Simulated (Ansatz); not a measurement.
Where the default PAW files enter, the runs use the earlier of Ansatz's two default sets.

Tunnelling through a barrier is set by its complex band structure: the current falls as exp(−2κd) with the smallest κ.

Given:

```
CELL_PARAMETERS angstrom
      3.14936     0.00000     0.00000
     -1.57468     2.72743     0.00000
      0.00000     0.00000    12.09167
ATOMIC_POSITIONS crystal
  Mo 0.66667 0.33333 0.25000
  Mo 0.33333 0.66667 0.75000
  S  0.66667 0.33333 0.62050
  S  0.33333 0.66667 0.37950
  S  0.33333 0.66667 0.12050
  S  0.66667 0.33333 0.87950
```

Space group of this cell: P6_3/mmc. The cell was relaxed by PBE-D3(BJ); by r2SCAN its mean pressure is 3.0 GPa.

Transport runs along the normal of the first two printed cell vectors, the (001) plane of the conventional cell.

The gap is the functional's own, uncorrected, and κ follows it; spin-orbit coupling is left out. Mid-gap means the computed energy nearest the middle.

Predict the band gap and the smallest decay constant κ at mid-gap from r2SCAN run with Ansatz (an electronic-structure program).

Gap 0.89 eV on a 12×12×4 mesh; κ = 0.210 1/Å, at (0.167, 0.167) of the in-plane reciprocal vectors. At the zone centre the slowest state has κ = 0.36 1/Å.
